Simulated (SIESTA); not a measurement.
Worked example: self-consistent single point of Co4B6O13 (Fmm2, 23 atoms in the cell) in SIESTA

Method of the run: SIESTA with LDA PW92, numerical atomic orbitals DZP, PseudoDojo LDA standard norm-conserving potentials (rewritten from UPF to PSML).

This input was run:

```
# files in the folder: Co.psml B.psml O.psml (PseudoDojo LDA standard)
SystemName  Co4B6O13
SystemLabel siesta

NumberOfAtoms                23
NumberOfSpecies              3
%block ChemicalSpeciesLabel
  1 27 Co
  2 5 B
  3 8 O
%endblock ChemicalSpeciesLabel
LatticeConstant              1.0 Ang
%block LatticeVectors
     0.000000000    5.333620000    3.772620000
     5.332740000    0.000000000    3.772620000
     5.332740000    5.333620000    0.000000000
%endblock LatticeVectors
AtomicCoordinatesFormat      Ang
%block AtomicCoordinatesAndAtomicSpecies
     5.332740000    9.027898557    4.930437078  1
     5.332740000    1.639341443    4.930437078  1
     9.026728998    5.333620000    2.614048398  1
     1.638751002    5.333620000    2.614048398  1
     7.999110000    8.000430000    5.658552738  2
     2.666370000    2.666810000    1.885932738  2
     3.999981619    6.667131672    3.772620000  2
     6.665498381    4.000108328    3.772620000  2
     6.665498381    6.667131672    3.772620000  2
     3.999981619    4.000108328    3.772620000  2
     5.332740000    5.333620000    7.543957309  3
     9.192363902    8.309673288    4.836498840  3
     6.805856098    7.691186712    4.836498840  3
     1.473116098    2.976053288    1.063878840  3
     3.859623902    2.357566712    1.063878840  3
     2.975028991    3.861114190    2.709118422  3
     2.357711009    1.472505810    2.709118422  3
     7.690451009    9.194734190    6.481738422  3
     8.307768991    6.806125810    6.481738422  3
     3.829653904    5.333620000    4.398422206  3
     6.835826096    5.333620000    4.398422206  3
     5.332740000    6.836420771    3.147949580  3
     5.332740000    3.830819229    3.147949580  3
%endblock AtomicCoordinatesAndAtomicSpecies

XC.functional                LDA
XC.authors                   PW92
PAO.BasisSize                DZP
PAO.EnergyShift              0.005 Ry
MeshCutoff                   300 Ry
%block kgrid.MonkhorstPack
    3   0   0  0.0
    0   3   0  0.0
    0   0   3  0.0
%endblock kgrid.MonkhorstPack
OccupationFunction           FD
ElectronicTemperature        10.0 meV
Spin                         polarized
%block DM.InitSpin
  1 +3.00
  2 +3.00
  3 +3.00
  4 +3.00
  5 +0.00
  6 +0.00
  7 +0.00
  8 +0.00
  9 +0.00
  10 +0.00
  11 +0.00
  12 +0.00
  13 +0.00
  14 +0.00
  15 +0.00
  16 +0.00
  17 +0.00
  18 +0.00
  19 +0.00
  20 +0.00
  21 +0.00
  22 +0.00
  23 +0.00
%endblock DM.InitSpin

MaxSCFIterations             150
SCF.Mixer.Method             Pulay
SCF.Mixer.Weight             0.1
SCF.Mixer.History            6
SCF.DM.Tolerance             1.0E-04
Diag.ParallelOverK           true
WriteForces                  true
Charge.Mulliken              end
```

Output (repeated stretches shortened):

```
reinit: Reading from file input.fdf

reinit: System Name: Co4B6O13
reinit: System Label: siesta

NOTE on units for spin output:
{S} is the spin magnetic moment, in units of the Bohr magneton,
assuming a g-factor for the electron spin of exactly 2.
The spin magnetic moment is then numerically equal to the charge inbalance,
in units of electrons, between the spin-up and -down channels.

coor:   Atomic-coordinates input format  =     Cartesian coordinates
coor:                                          (in Angstroms)

siesta: Atomic coordinates (Bohr) and species
siesta:     10.07742  17.06026   9.31718  1        1
siesta:     10.07742   3.09791   9.31718  1        2
siesta:     17.05805  10.07908   4.93984  1        3
siesta:      3.09679  10.07908   4.93984  1        4
siesta:     15.11613  15.11862  10.69311  2        5
siesta:      5.03871   5.03954   3.56390  2        6
siesta:      7.55887  12.59905   7.12922  2        7
siesta:     12.59597   7.55911   7.12922  2        8
siesta:     12.59597  12.59905   7.12922  2        9
siesta:      7.55887   7.55911   7.12922  2       10
siesta:     10.07742  10.07908  14.25601  3       11
siesta:     17.37105  15.70301   9.13966  3       12
siesta:     12.86120  14.53424   9.13966  3       13
siesta:      2.78379   5.62393   2.01044  3       14
siesta:      7.29363   4.45516   2.01044  3       15
siesta:      5.62199   7.29645   5.11949  3       16
siesta:      4.45543   2.78263   5.11949  3       17
siesta:     14.53285  17.37553  12.24871  3       18
siesta:     15.69941  12.86171  12.24871  3       19
siesta:      7.23700  10.07908   8.31181  3       20
siesta:     12.91784  10.07908   8.31181  3       21
siesta:     10.07742  12.91896   5.94876  3       22
siesta:     10.07742   7.23920   5.94876  3       23

siesta: System type = bulk

initatomlists: Number of atoms, orbitals, and projectors:     23   323   289

   [... lines left out ...]
diag: Used triangular part                          = Lower
diag: Absolute tolerance                            =  0.100E-15
diag: Orthogonalization factor                      =  0.100E-05
diag: Memory factor                                 =  1.0000

superc: Internal auxiliary supercell:     5 x     5 x     5  =     125
superc: Number of atoms, orbitals, and projectors:   2875  40375  36125

                        Single-point calculation

superc: Internal auxiliary supercell:     5 x     5 x     5  =     125
superc: Number of atoms, orbitals, and projectors:   2875  40375  36125

outcell: Unit cell vectors (Ang):
        0.000000    5.333620    3.772620
        5.332740    0.000000    3.772620
        5.332740    5.333620    0.000000

outcell: Cell vector modules (Ang)   :    6.533006    6.532287    7.542256
outcell: Cell angles (23,13,12) (deg):     54.7454     54.7365     70.5181
outcell: Cell volume (Ang**3)        :    214.6078
new_DM -- step:     1
Initializing Density Matrix...

Attempting to read DM from file... Failed...
DM filled with atomic data (user-defined):

InitMesh: MESH = 60 x 60 x 60 = 216000
InitMesh: Mesh cutoff (required, used) =   300.000   349.672 Ry

stepf: Fermi-Dirac step function
        iscf     Eharris(eV)        E_KS(eV)     FreeEng(eV)     dDmax    Ef(eV) dHmax(eV)
   scf:    1   -22835.521618   -22929.411735   -22929.418221  0.757546 -2.847285 17.085212
     spin moment: {S} , |S| = {        0.0        0.0   12.07407 }    12.07407
   scf:    2   -22968.034978   -22950.758030   -22950.770404  0.187420 -3.957098  9.616260
     spin moment: {S} , |S| = {        0.0        0.0   12.00000 }    12.00000
   scf:    3   -22968.193951   -22963.517831   -22963.520813  0.109137 -5.596648  1.479345
     spin moment: {S} , |S| = {        0.0        0.0   12.00000 }    12.00000
   scf:    4   -22961.505870   -22963.120515   -22963.123714  0.082909 -5.635929  4.191468
     spin moment: {S} , |S| = {        0.0        0.0   12.00000 }    12.00000
   scf:    5   -22964.027132   -22963.902750   -22963.905661  0.057653 -5.622235  1.375766
     spin moment: {S} , |S| = {        0.0        0.0   12.00000 }    12.00000
   scf:    6   -22963.918373   -22963.910650   -22963.913563  0.001243 -5.611973  1.318446
   [... lines left out ...]
   scf:   14   -22964.013516   -22964.013488   -22964.015331  0.000386 -5.413860  0.006722
     spin moment: {S} , |S| = {        0.0        0.0   12.00000 }    12.00000
   scf:   15   -22964.013479   -22964.013484   -22964.015332  0.000165 -5.413883  0.004192
     spin moment: {S} , |S| = {        0.0        0.0   12.00000 }    12.00000
   scf:   16   -22964.013522   -22964.013503   -22964.015338  0.000279 -5.413584  0.002260
     spin moment: {S} , |S| = {        0.0        0.0   12.00000 }    12.00000
   scf:   17   -22964.013511   -22964.013507   -22964.015338  0.000059 -5.413520  0.001461
     spin moment: {S} , |S| = {        0.0        0.0   12.00000 }    12.00000
   scf:   18   -22964.013512   -22964.013509   -22964.015339  0.000058 -5.413445  0.001145
     spin moment: {S} , |S| = {        0.0        0.0   12.00000 }    12.00000
   scf:   19   -22964.013510   -22964.013510   -22964.015339  0.000023 -5.413423  0.000877
     spin moment: {S} , |S| = {        0.0        0.0   12.00000 }    12.00000
SCF Convergence by DM+H criterion
max |DM_out - DM_in|         :     0.0000225862
max |H_out - H_in|      (eV) :     0.0008771793
SCF cycle converged after 19 iterations

Using DM_out to compute the final energy and forces

siesta: E_KS(eV) =           -22964.0135

siesta: E_KS - E_eggbox =    -22964.0135

siesta: Atomic forces (eV/Ang):
     1    0.000000    0.161672   -0.095079
     2    0.000000   -0.161665   -0.095071
     3    0.156603   -0.000002    0.099473
   [... 20 lines left out ...]
   Tot   -0.000000    0.000000    0.001147
   Max    0.161672
   Res    0.058623    sqrt( Sum f_i^2 / 3N )
   Max    0.161672    constrained

Stress tensor Voigt[x,y,z,yz,xz,xy] (kbar):      128.33      129.35      130.29        0.00        0.00       -0.00
(Free)E + p*V (eV/cell)   -22981.3378
Target enthalpy (eV/cell)   -22964.0153

siesta: Program's energy decomposition (eV):
siesta: Ebs     =     -4071.386053
siesta: Eions   =     29792.758531
siesta: Ena     =      2889.016667
siesta: Ekin    =     11730.623133
siesta: Enl     =     -3106.191942
siesta: Eso     =         0.000000
siesta: Edftu   =         0.000000
siesta: DEna    =        -2.239999
siesta: DUscf   =         7.688329
siesta: DUext   =         0.000000
siesta: Ex      =     -4314.825868
siesta: Ec      =      -375.325299
siesta: Exc     =     -4690.151166
siesta: Eharris =    -22964.013510
siesta: Etot    =    -22964.013510
siesta: FreeEng =    -22964.015339

siesta: Atomic forces (eV/Ang):
siesta:      1    0.000000    0.161672   -0.095079
siesta:      2    0.000000   -0.161665   -0.095071
siesta:      3    0.156603   -0.000002    0.099473
siesta:      4   -0.156604   -0.000002    0.099474
siesta:      5    0.000002    0.000000    0.018636
siesta:      6   -0.000002   -0.000001    0.018636
siesta:      7   -0.023888   -0.008673    0.007875
siesta:      8    0.023889    0.008671    0.007877
siesta:      9    0.023888   -0.008673    0.007874
siesta:     10   -0.023888    0.008671    0.007878
siesta:     11   -0.000005    0.000023    0.012403
siesta:     12    0.085925   -0.044407   -0.013873
siesta:     13   -0.085913    0.044394   -0.013873
   [... lines left out ...]
siesta: Cell volume =        214.607818 Ang**3
siesta:        -129.32268046       -136.89252428  kBar
   [... lines left out ...]
   7  1.658   0.301   0.110   0.179   0.176   0.178   0.127   0.135   0.128
              0.071   0.059   0.075   0.059   0.059
   8  1.658   0.301   0.110   0.179   0.176   0.178   0.127   0.135   0.128
              0.071   0.059   0.075   0.059   0.059
   9  1.658   0.301   0.110   0.179   0.176   0.178   0.127   0.135   0.128
              0.071   0.059   0.075   0.059   0.059
  10  1.658   0.301   0.110   0.179   0.176   0.178   0.127   0.135   0.128
              0.071   0.059   0.075   0.059   0.059

Species: O
Atom  Qatom  Qorb
               2s      2s      2py     2pz     2px     2py     2pz     2px
               3Pdxy   3Pdyz   3Pdz2   3Pdxz   3Pdx2-y2
  11  3.202   0.905  -0.011   0.863   0.864   0.864  -0.101  -0.101  -0.101
              0.006   0.003   0.006   0.003   0.003
  12  2.964   0.686   0.099   0.629   0.560   0.565   0.105   0.163   0.145
   [... 23 lines left out ...]

mulliken: Qtot =       76.000

Mulliken Atomic Populations:
Atom #   charge [q] valence [e]      Sz [e]  Species
     1     0.732025   16.267975    2.627087  Co
     2     0.732034   16.267966    2.627096  Co
     3     0.732576   16.267424    2.628185  Co
     4     0.732574   16.267426    2.628183  Co
     5    -0.306379    3.306379   -0.010220  B
     6    -0.306379    3.306379   -0.010220  B
     7    -0.305019    3.305019   -0.010276  B
   [... 16 lines left out ...]
 Total     0.000000               12.000000
```

The run converged in 19 iterations.

The starting cell comes from a database of computed structures (which also holds hypothetical and non-ambient phases and stackings), without a prior relaxation at this level. The magnetic order is the one reached from the typed start; others were not searched systematically. Values carry the incompleteness of an atom-centred basis. With a pressure of about -13 GPa the cell is away from its equilibrium volume at this level.

Cost on one core of a shared machine: roughly 6 min.
